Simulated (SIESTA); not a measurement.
Input and output of a self-consistent single point for MgS (R3m, 2 atoms in the cell) (SIESTA).

Level of theory: LDA PW92, numerical atomic orbitals DZP, PseudoDojo LDA standard norm-conserving potentials (rewritten from UPF to PSML) (SIESTA 5.4.2).

```
MgS
1.0
    0.00000     2.84729     2.84729
    2.84729     0.00000     2.84729
    2.84729     2.84729     0.00000
Mg S
1 1
Direct
  0.00507   0.00507   0.00507
  0.75000   0.75000   0.75000
```

Reference input (self-consistent single point, DFT, LDA PW92, numerical atomic orbitals DZP, PseudoDojo LDA standard norm-conserving potentials (rewritten from UPF to PSML)): XC.functional = LDA; XC.authors = PW92; potentials = PseudoDojo LDA standard; PAO.BasisSize = DZP; PAO.EnergyShift = 0.005 Ry; MeshCutoff = 350 Ry; kgrid.MonkhorstPack = 8 8 8; OccupationFunction = FD; ElectronicTemperature = 10 K; MaxSCFIterations = 150; SCF.Mixer.Method = Pulay; SCF.Mixer.Weight = 0.1. This run's input differs from it in these lines:

```diff
@@ -28,5 +28,5 @@
 %block kgrid.MonkhorstPack
-    8   0   0  0.0
-    0   8   0  0.0
-    0   0   8  0.0
+    5   0   0  0.0
+    0   5   0  0.0
+    0   0   5  0.0
 %endblock kgrid.MonkhorstPack
```

Output (repeated stretches shortened):

```
        iscf     Eharris(eV)        E_KS(eV)     FreeEng(eV)     dDmax    Ef(eV) dHmax(eV)
   scf:    1    -1912.908778    -1915.257998    -1915.257998  1.685070 -3.476178  4.644413
   scf:    2    -1915.615792    -1915.442404    -1915.442404  0.025810 -3.602193  3.987554
   scf:    3    -1915.876527    -1915.758033    -1915.758033  0.109690 -4.184992  1.092050
   scf:    4    -1915.748178    -1915.758802    -1915.758802  0.049115 -4.616497  0.391904
   scf:    5    -1915.768660    -1915.765752    -1915.765752  0.017502 -4.644488  0.014438
   [... 2 lines left out ...]
   scf:    8    -1915.765765    -1915.765765    -1915.765765  0.000019 -4.644606  0.000236
   scf:    9    -1915.765765    -1915.765765    -1915.765765  0.000020 -4.644560  0.000158
   scf:   10    -1915.765765    -1915.765765    -1915.765765  0.000012 -4.644614  0.000001
   scf:   11    -1915.765765    -1915.765765    -1915.765765  0.000000 -4.644614  0.000001
SCF Convergence by DM+H criterion
max |DM_out - DM_in|         :     0.0000000400
max |H_out - H_in|      (eV) :     0.0000005639
SCF cycle converged after 11 iterations

Using DM_out to compute the final energy and forces

siesta: E_KS(eV) =            -1915.7658

siesta: E_KS - E_eggbox =     -1915.7658

siesta: Atomic forces (eV/Ang):
     1   -0.156026   -0.156026   -0.156026
     2    0.156012    0.156012    0.156012
   Tot   -0.000014   -0.000014   -0.000014
   Max    0.156026
   Res    0.156019    sqrt( Sum f_i^2 / 3N )
   Max    0.156026    constrained

Stress tensor Voigt[x,y,z,yz,xz,xy] (kbar):        7.77        7.77        7.77        6.14        6.14        6.14
(Free)E + p*V (eV/cell)    -1915.9895
Target enthalpy (eV/cell)    -1915.7658

siesta: Program's energy decomposition (eV):
siesta: FreeEng =     -1915.765765

   [... lines left out ...]
siesta:     0.004847    0.003835    0.003835
siesta:     0.003835    0.004847    0.003835
siesta:     0.003835    0.003835    0.004847

siesta: Cell volume =         46.166109 Ang**3

siesta: Pressure (static):
siesta:                Solid            Molecule  Units
siesta:          -0.00005279         -0.00020893  Ry/Bohr**3
siesta:          -0.00484705         -0.01918318  eV/Ang**3
siesta:          -7.76582745        -30.73484891  kBar
```

The run converged in 11 iterations. Against the reference run the free energy goes up by 1.8 meV/atom, the pressure moves little (-0.80 to -0.78 GPa), the largest force stays at 0.270 eV/Å and the gap on the mesh moves little (3.084 to 3.081 eV).

The starting cell comes from a database of computed structures (which also holds hypothetical and non-ambient phases and stackings), without a prior relaxation at this level. Its lattice was rescaled by up to half a per cent. One atom was moved a little off its site on purpose. Values carry the incompleteness of an atom-centred basis.
